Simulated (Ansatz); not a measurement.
## SrTaNO₂ (Ama2, No. 40, 20 atoms in the cell; start mp-2583419)

These are LDA (Ansatz, a program for electronic structure, plane waves, PAW) values and carry that method's errors.

Run with plane-wave cutoff 520 eV, 4×6×6 k mesh (along the axes of the cell as run), Fermi–Dirac smearing 0.01 eV, scalar-relativistic PAW data made under PBE.

Cell (relaxed with PBEsol):

```
CELL_PARAMETERS angstrom
      8.00143     0.00000     0.00000
      0.00000     4.06715     3.96692
      0.00000    -4.06715     3.96692
ATOMIC_POSITIONS crystal
  Sr 0.75000 0.99152 0.99820
  Sr 0.25000 0.99820 0.99152
  Sr 0.75000 0.48624 0.49376
  Sr 0.25000 0.49376 0.48624
  Ta 0.99260 0.98846 0.50309
  Ta 0.00740 0.50309 0.98846
  Ta 0.50740 0.98846 0.50309
  Ta 0.49260 0.50309 0.98846
  N  0.25000 0.45637 0.96911
  N  0.75000 0.96911 0.45637
  N  0.00000 0.74434 0.74434
  N  0.50000 0.74434 0.74434
  O  0.25000 0.05387 0.53769
  O  0.75000 0.53769 0.05387
  O  0.54193 0.24157 0.76266
  O  0.45807 0.76266 0.24157
  O  0.95807 0.24157 0.76266
  O  0.04193 0.76266 0.24157
  O  0.00000 0.26670 0.26670
  O  0.50000 0.26670 0.26670
```

For SrTaNO₂ (Ama2, No. 40, 20 atoms in the cell; start mp-2583419), the band gap is 1.10 eV and the smallest direct gap on the k points sampled is 1.28 eV.

Note: cell and atoms aren't relaxed at this level (pressure -4.9 GPa).

Spin–orbit coupling is not included.

Computed values are for the static lattice.

A start named mp-… is a Materials Project structure, which need not be a measured phase.
